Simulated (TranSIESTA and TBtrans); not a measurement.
System: terphenyl-4,4''-diyl held by thiolate S between the apex atoms of two Al(100) rods. Leads: fcc Al rod along [100], layers of 5 and 4 atoms, a = 4.04 Å. Geometry: as built, not relaxed. Transport runs along z; the first 18 and the last 18 of the 101 atoms are the lead cells, repeated to infinity.

```xyz
101
Lattice="14.213 0.000 0.000 0.000 14.213 0.000 0.000 0.000 48.182" Properties=species:S:1:pos:R:3 pbc="F F T"
Al     7.107     7.107     0.000
Al     9.963     7.107     0.000
Al     7.107     9.963     0.000
Al     4.250     7.107     0.000
Al     7.107     4.250     0.000
Al     8.535     8.535     2.020
Al     5.678     8.535     2.020
Al     8.535     5.678     2.020
Al     5.678     5.678     2.020
Al     7.107     7.107     4.040
Al     9.963     7.107     4.040
Al     7.107     9.963     4.040
Al     4.250     7.107     4.040
Al     7.107     4.250     4.040
Al     8.535     8.535     6.060
Al     5.678     8.535     6.060
Al     8.535     5.678     6.060
Al     5.678     5.678     6.060
Al     7.107     7.107     8.080
Al     9.963     7.107     8.080
Al     7.107     9.963     8.080
Al     4.250     7.107     8.080
Al     7.107     4.250     8.080
Al     8.535     8.535    10.100
Al     5.678     8.535    10.100
Al     8.535     5.678    10.100
Al     5.678     5.678    10.100
Al     7.107     7.107    12.120
Al     9.963     7.107    12.120
Al     7.107     9.963    12.120
Al     4.250     7.107    12.120
Al     7.107     4.250    12.120
Al     8.535     8.535    14.140
Al     5.678     8.535    14.140
Al     8.535     5.678    14.140
Al     5.678     5.678    14.140
Al     7.107     7.107    16.160
S      8.702     5.629    16.910
C      8.322     5.982    18.623
C      8.995     7.007    19.293
C      8.699     7.284    20.632
C      7.723     6.536    21.316
C      7.052     5.506    20.631
C      7.351     5.232    19.293
C      7.407     6.828    22.738
C      8.432     7.134    23.650
C      8.135     7.409    24.988
C      6.806     7.385    25.444
C      5.781     7.080    24.532
C      6.078     6.805    23.194
C      6.490     7.678    26.866
C      7.162     8.708    27.551
C      6.863     8.982    28.889
C      5.892     8.232    29.559
S      5.511     8.584    31.272
C      5.219     7.206    28.889
C      5.514     6.930    27.550
H      9.745     7.594    18.778
H      9.221     8.094    21.125
H      6.308     4.901    21.135
H      6.829     4.434    18.780
H      9.468     7.139    23.334
H      8.949     7.620    25.670
H      4.745     7.074    24.848
H      5.264     6.594    22.512
H      7.905     9.313    27.047
H      7.385     9.780    29.402
H      4.468     6.619    29.404
H      4.992     6.119    27.057
Al     7.107     7.107    32.022
Al     8.535     8.535    34.042
Al     5.678     8.535    34.042
Al     8.535     5.678    34.042
Al     5.678     5.678    34.042
Al     7.107     7.107    36.062
Al     9.963     7.107    36.062
Al     7.107     9.963    36.062
Al     4.250     7.107    36.062
Al     7.107     4.250    36.062
Al     8.535     8.535    38.082
Al     5.678     8.535    38.082
Al     8.535     5.678    38.082
Al     5.678     5.678    38.082
Al     7.107     7.107    40.102
Al     9.963     7.107    40.102
Al     7.107     9.963    40.102
Al     4.250     7.107    40.102
Al     7.107     4.250    40.102
Al     8.535     8.535    42.122
Al     5.678     8.535    42.122
Al     8.535     5.678    42.122
Al     5.678     5.678    42.122
Al     7.107     7.107    44.142
Al     9.963     7.107    44.142
Al     7.107     9.963    44.142
Al     4.250     7.107    44.142
Al     7.107     4.250    44.142
Al     8.535     8.535    46.162
Al     5.678     8.535    46.162
Al     8.535     5.678    46.162
Al     5.678     5.678    46.162
```

Run with TranSIESTA and TBtrans (open boundaries, self-consistent; PseudoDojo norm-conserving potentials, scalar-relativistic): PAO.BasisSize SZP, PAO.EnergyShift 0.15 eV, XC.Authors PBE, Mesh.Cutoff 150 Ry, ElectronicTemperature 300 K, TS.Voltage 0.0 eV, TBT.Elecs.Eta 0.001 eV, no spin polarisation.

Energies count from the leads' Fermi level. Transmissions are for one spin of a degenerate pair. The energy step is 0.02 eV; narrower resonances are cut or missed.

| E (eV) | T |
|---|---|
| -0.20 | 0.000188 |
| -0.16 | 0.000206 |
| -0.12 | 0.000242 |
| -0.08 | 0.000294 |
| -0.04 | 0.000364 |
| 0.00 | 0.000457 |
| 0.04 | 0.000649 |
| 0.08 | 0.000824 |
| 0.12 | 0.000969 |
| 0.16 | 0.00113 |
| 0.20 | 0.00131 |

Task: Give the zero-bias conductance in μS and the resistance at 300 K.

Result: At the Fermi level T = 0.000457. Averaged with −∂f/∂E over the full grid (kT = 25.9 meV) it is 0.000496. With G0 = 2e²/h = 77.48 μS, G = 0.0384 μS and R = 1/G = 26000 kΩ.

Task: Estimate the thermopower by Mott's formula S = −(π²/3)(kB²T/e) d ln T/dE from the rows at -0.04 and 0.04 eV.

Result: d ln T/dE = 7.23 eV⁻¹ and (π²/3) kB²T/e = 7.33 μV/K · eV, so S = -53 μV/K; the full integral gives -48 μV/K. A negative sign means that T rises with energy over the thermal window.

Task: The eigenchannels at the Fermi level transmit 0.000457. What Fano factor of the shot noise follows at low temperature and bias?

Result: F = Σ τ(1 − τ)/Σ τ = 0.000457/0.000457 = 1.00.

The leads' channel count changes near 0.03 eV, within the thermal window, so values at the Fermi level hang on where that band edge falls. Semilocal functionals put molecular levels too close to the Fermi level and tend to overestimate such conductances.
